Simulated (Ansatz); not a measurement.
## Effect of tensor shear ε_xy = +1.71 % on PbS

The reference is PbS in the rock salt structure (space group Fm-3m, No. 225; a = 5.9747 Å). Axes: x, y, z lie along the cube axes.

Perturbation: a pure shear with ε_xy = ε_yx = 0.0171; the atoms relax in the strained cell.

Level of theory: r2SCAN (Ansatz, a first-principles code), without spin-orbit coupling. k-mesh 10×10×10 (Γ-centred); smearing 0.05 eV (Fermi–Dirac).

```tsv
quantity	base	changed	shift
volume per atom	26.66 Å³	26.65 Å³	-0.01 Å³
space group	Fm-3m (No. 225)	Immm (No. 71)	–
shortest interatomic distance	2.987 Å	2.987 Å	0.000 Å
energy relative to the base (free energy F)	0 meV/atom	+2.0 meV/atom	+2.0 meV/atom
pressure (mean of the normal stresses, compression positive)	-0.01 GPa	-0.01 GPa	0.00 GPa
band gap	0.69 eV	0.52 eV	-0.17 eV
gap character	–	indirect, S → R	–
hole mass	0.23 mₑ along k, 0.13 mₑ across (at L)	0.22 mₑ along k, 0.13 mₑ across (at L)	–
valley order (the lowest conduction-band minima on the path, energy above the VBM, named in the base's zone)	L along ⟨111⟩ 0.69 eV; a point along ⟨110⟩, about 0.6 Å⁻¹ from Γ 1.58 eV	L along [1-11] 0.52 eV; L along [111] 0.71 eV; a point along [1-10], about 0.6 Å⁻¹ from Γ 1.43 eV; a point along [110], about 0.6 Å⁻¹ from Γ 1.69 eV	–
stress (xx, yy, zz, yz, xz, xy; compression positive)	–	(0.00, 0.00, -0.03, 0.00, 0.00, -0.71) GPa	–
```

Spin-orbit coupling, missing from the scalar runs, can matter with Pb. Effective masses come from finite differences of ±0.01 Å⁻¹. Along k means along the line from Γ to the band edge. Whether these cells are dynamically stable was not tested. Labels are those of the standard path for the cell's own space group.
